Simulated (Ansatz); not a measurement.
## Report: zincblende InP (F-43m), uniaxial stress along [111]

Cell and atoms are relaxed with PBEsol to each stress (compression positive); bands and masses by PBEsol with spin-orbit coupling, rigid bands (plane waves, PAW; Ansatz, an electronic-structure program). Strains are changes of length against the unloaded cell.

InP has the cubic space group F-43m (No. 216), the zinc blende structure, Pearson symbol cF8. Cell: a = b = c = 5.8783 Å, α = β = γ = 90.00°. In on 4a sees 4 P at 2.545 Å (tetrahedral). P on 4d sees 4 In at 2.545 Å (tetrahedral). (Neighbours: up to the widest gap in distance over summed covalent radii, below 1.35, at either atom; cation-cation and far metal-metal contacts left out.)
(The calculation used a cell of 2 atoms; values per cell refer to that cell.)

```tsv
stress (GPa)	strain [111] (%)	strain [1−10] (%)	gap (eV)	mean mₑ*
-2.00	1.87	-0.42	0.427	0.052
-1.00	0.93	-0.21	0.487	0.054
0	0	0	0.542	0.056
1.00	-0.94	0.22	0.531	0.058
2.00	-1.88	0.45	0.508	0.060
```

[111] is the direction of the load; [11−2] strains as [1−10]. Masses are conductivity masses at 300 K in electron masses, harmonic means over x, y and z.

Problem. From the two loads next to zero, find the Young modulus and the ratio of transverse to axial strain.

Solution. Between -1.00 and 1.00 GPa the strain along [111] changes by -1.87 % and that along [1−10] by 0.43 %. The modulus is 2.00/0.0187 = 107 GPa and the ratio of the strains 0.23 (PBEsol, atoms relaxed).

Problem. How fast does the gap move on either side of zero load?

Solution. Under tension, (0.487 − 0.542) eV over -1.00 GPa = 55 meV/GPa, or about -5.9 eV per unit strain; under compression, (0.508 − 0.542) eV over 2.00 GPa = -17 meV/GPa, or about 1.8 eV per unit strain. The two slopes part by 72 meV/GPa; gaps are resolved to about 0.01 eV, which allows 15 meV/GPa, so they differ, even in sign: the gap has a turning point near zero load.

Masses are those of dilute carriers in rigid bands with one relaxation time, without polarons. Third decimals of gaps are kept for the arithmetic. Every relaxation keeps the zincblende phase (space group R3m under this load), so a transition, a distortion that breaks the symmetry or fracture can't show.
